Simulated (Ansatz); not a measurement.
Defect: interstitial Al in zinc-blende AlN, charge state +1. Calculation: PBE, PAW (plane waves to 420 eV; Ansatz, a first-principles code).

Settings: 64 host sites, the relaxed PBE lattice, the Γ point alone, smearing 0.01 eV, spin-restricted, no image-charge correction. Static, classical nuclei. The host's phase is taken as given; its stability against other phases was not computed. The charge state is imposed; whether it is stable for some Fermi level was not computed. Sites that were not tried may lie lower.

Barriers: single points on a 2×2×2 k-point mesh shifted by half a step at the bands' geometries (they differ from the bands' own by up to 0.37 eV, and are uncertain by about as much).

Relaxed starting cell (atoms counted from 1):

```xyz
65
Lattice="8.8062 0.0000 0.0000 0.0000 8.8062 0.0000 0.0000 0.0000 8.8062" Properties=species:S:1:pos:R:3 pbc="T T T"
Al    -0.0231    -0.0094    -0.0346
Al    -0.0357    -0.0026     4.3986
Al    -0.0172     4.4240    -0.0281
Al    -0.0234     4.4303     4.4051
Al     4.4094    -0.0025    -0.0460
Al     4.4056     0.0013     4.3942
Al     4.4164     4.4300    -0.0346
Al     4.4094     4.4422     4.3986
N      1.1362     1.1420     3.2534
N      1.0698     1.0703     7.6602
N      1.0696     5.5409     3.3248
N      1.0974     5.4970     7.7042
N      5.5518     1.0750     3.3201
N      5.5116     1.1004     7.7030
N      5.5117     5.4982     3.2947
N      5.5193     5.5061     7.6949
Al    -0.2556     2.1496     2.2450
Al    -0.0433     2.1889     6.6144
Al    -0.0433     6.5860     2.2056
Al    -0.0152     6.5945     6.6061
Al     4.6294     2.1860     2.2077
Al     4.4339     2.1906     6.6111
Al     4.4339     6.5893     2.2037
Al     4.4111     6.5922     6.6085
N      1.1561     3.2509     1.1440
N      1.0877     3.3193     5.5350
N      1.0878     7.6660     1.0759
N      1.1041     7.7155     5.4857
N      5.5474     3.3192     1.0759
N      5.4979     3.3028     5.4857
N      5.4980     7.7154     1.0924
N      5.5089     7.7045     5.4965
Al     2.2212    -0.2226     2.2075
Al     2.2164    -0.0269     6.6112
Al     2.2573     4.6622     2.2450
Al     2.2181     4.4502     6.6142
Al     6.6242    -0.0269     2.2038
Al     6.6212    -0.0041     6.6086
Al     6.6273     4.4503     2.2056
Al     6.6188     4.4221     6.6061
N      3.2655     1.1414     1.1234
N      3.3324     1.0746     5.5397
N      3.3369     5.5410     1.0573
N      3.3066     5.4985     5.4999
N      7.6723     1.0701     1.0573
N      7.7148     1.1003     5.5001
N      7.7160     5.4973     1.0851
N      7.7069     5.5064     5.5074
Al     2.2572     2.1498    -0.2664
Al     2.2207     2.1866     4.6183
Al     2.2182     6.5862    -0.0545
Al     2.2163     6.5892     4.4225
Al     6.6272     2.1889    -0.0546
Al     6.6243     2.1907     4.4225
Al     6.6187     6.5946    -0.0266
Al     6.6213     6.5920     4.3996
N      3.2650     3.2711     3.2536
N      3.3368     3.3374     7.6601
N      3.3321     7.6615     3.3201
N      3.3066     7.7016     7.7029
N      7.6722     3.3376     3.3249
N      7.7162     3.3097     7.7041
N      7.7150     7.7013     3.2947
N      7.7072     7.6940     7.6948
Al     2.2073     2.2000     2.1944
```
Cell charge +1.

End state 1 differs by these moves (Å; atoms that move under 0.08 Å are left out):

```json
[
 {"atom": "1", "element": "Al", "Δx": "-0.23", "Δy": "-0.04", "Δz": "0.08"},
 {"atom": "5", "element": "Al", "Δx": "0.22", "Δy": "-0.01", "Δz": "0.05"},
 {"atom": "9", "element": "N", "Δx": "-0.05", "Δy": "-0.02", "Δz": "0.08"},
 {"atom": "10", "element": "N", "Δx": "0.09", "Δy": "-0.02", "Δz": "0.09"},
 {"atom": "17", "element": "Al", "Δx": "0.23", "Δy": "0.08", "Δz": "-0.04"},
 {"atom": "21", "element": "Al", "Δx": "-0.22", "Δy": "0.05", "Δz": "-0.01"},
 {"atom": "25", "element": "N", "Δx": "-0.09", "Δy": "0.09", "Δz": "-0.02"},
 {"atom": "27", "element": "N", "Δx": "0.05", "Δy": "0.08", "Δz": "-0.02"},
 {"atom": "33", "element": "Al", "Δx": "0.00", "Δy": "0.21", "Δz": "0.21"},
 {"atom": "34", "element": "Al", "Δx": "0.04", "Δy": "-0.02", "Δz": "-0.27"},
 {"atom": "35", "element": "Al", "Δx": "-0.04", "Δy": "-0.27", "Δz": "-0.02"},
 {"atom": "36", "element": "Al", "Δx": "0.00", "Δy": "-0.06", "Δz": "-0.06"},
 {"atom": "41", "element": "N", "Δx": "0.00", "Δy": "-0.07", "Δz": "-0.07"},
 {"atom": "42", "element": "N", "Δx": "0.00", "Δy": "0.06", "Δz": "-0.08"},
 {"atom": "43", "element": "N", "Δx": "0.00", "Δy": "-0.08", "Δz": "0.06"},
 {"atom": "45", "element": "N", "Δx": "0.00", "Δy": "0.07", "Δz": "0.07"},
 {"atom": "49", "element": "Al", "Δx": "0.00", "Δy": "0.31", "Δz": "0.31"},
 {"atom": "50", "element": "Al", "Δx": "0.00", "Δy": "0.06", "Δz": "-0.20"},
 {"atom": "51", "element": "Al", "Δx": "0.00", "Δy": "-0.20", "Δz": "0.06"},
 {"atom": "53", "element": "Al", "Δx": "0.00", "Δy": "0.06", "Δz": "0.06"},
 {"atom": "65", "element": "Al", "Δx": "0.00", "Δy": "-2.20", "Δz": "-2.20"}
]
```

**Question.** What forward and backward barriers to end state 1 does PBE, PAW give?

**Answer.** forward 1.90 eV, backward 1.90 eV; at the saddle point atom 65 has neighbours Al at 2.27; N at 1.77, N at 1.86, N at 1.97 Å. The saddle point's order was not checked.
